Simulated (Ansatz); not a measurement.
## A series of runs on NiSi2 (Fm-3m, 3 atoms in the cell)

```yaml
crystal:
  lattice:
    - [0.00000, 2.68850, 2.68850]
    - [2.68850, 0.00000, 2.68850]
    - [2.68850, 2.68850, 0.00000]
  atoms:
    - { symbol: Si, position: [0.25000, 0.25000, 0.25000] }
    - { symbol: Si, position: [0.75000, 0.75000, 0.75000] }
    - { symbol: Ni, position: [0.00000, 0.00000, 0.00000] }
```

Base run A: PBE, PAW files (Ansatz, a quantum-chemistry and plane-wave program), self-consistent single point.

Its settings: kpoints.mp_grid.grid = 9 9 9; hamiltonian.xc = pbe; hamiltonian.pseudopotentials = {kind: paw} (the program's default PAW files); scf.occupations.method = methfessel_paxton; scf.occupations.width = 0.1 eV.

The starting cell has typed, rounded lattice constants, without a prior relaxation at this level. Its lattice was rescaled by a random factor within 2.5 % of one. Spin polarisation is off. In the base run, with a pressure of about 7 GPa the cell is away from its equilibrium volume at this level. Ansatz's pressure includes its estimate of the finite-basis (Pulay) stress.

ΔF is the free energy per atom less that of run A. 

Run A gave: pressure (GPa) 6.52; iterations 9.

Runs:
- B: scf.mixing.algorithm, scf.mixing.beta = broyden, 0.02
- C: scf.mixing.algorithm, scf.mixing.beta = broyden, 0.05
- D: scf.mixing.algorithm, scf.mixing.beta = broyden, 0.1
- E: scf.mixing.algorithm, scf.mixing.beta = broyden, 0.2
- F: scf.mixing.algorithm, scf.mixing.beta = broyden, 0.3
- G: scf.mixing.algorithm, scf.mixing.beta = broyden, 0.5
- H: scf.mixing.algorithm, scf.mixing.beta = broyden, 0.7
- I: scf.mixing.algorithm, scf.mixing.beta = broyden, 0.9
- J: scf.mixing.algorithm, scf.mixing.beta = broyden, 1

Question: Which runs reach the base run's state, and which is quickest in iterations?

Answer: Runs B, C, D, E, F, G, H, I, J gave the same state as A (within 1 meV/atom). The fewest iterations to that state were 9 (A, G); the most were 22.

| run | ΔF (meV/atom) | pressure (GPa) | iterations |
|---|---|---|---|
| A | 0.00 | 6.52 | 9 |
| B | 0.00 | 6.52 | 18 |
| C | 0.00 | 6.52 | 22 |
| D | 0.00 | 6.52 | 16 |
| E | 0.00 | 6.52 | 19 |
| F | 0.00 | 6.52 | 10 |
| G | 0.00 | 6.52 | 9 |
| H | 0.00 | 6.52 | 10 |
| I | 0.00 | 6.52 | 10 |
| J | 0.00 | 6.52 | 10 |

Keys are those of Ansatz 0.2.
